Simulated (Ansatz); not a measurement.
Consider the following.

```
Ru
1.0
    2.65492     0.00000     0.00000
    1.32746     2.29923     0.00000
    0.00000     0.00000     4.30922
Ru
2
Cartesian
  1.32746   0.76641   3.23192
  2.65492   1.53282   1.07731
```

No spin polarisation.

All numbers come from r2SCAN/PAW in Ansatz (a first-principles code), scalar-relativistic without spin-orbit coupling, earlier PAW set. k-mesh 24×24×14 (Γ-centred); smearing 0.1 eV (Fermi–Dirac).

Q: Predict the band gap and in-plane stress.

A: 
* **Band gap**: zero
* **Mean in-plane stress (compression positive)**: +14.7 GPa

The cells carry an imposed strain or load. No phonon test of stability was made. The final runs are not spin-polarised. The cell was made from Ru in the hcp (Mg type) structure (space group P6_3/mmc, No. 194) by this change: biaxial strain −1.87 %, plane normal [001], relaxed out of plane.
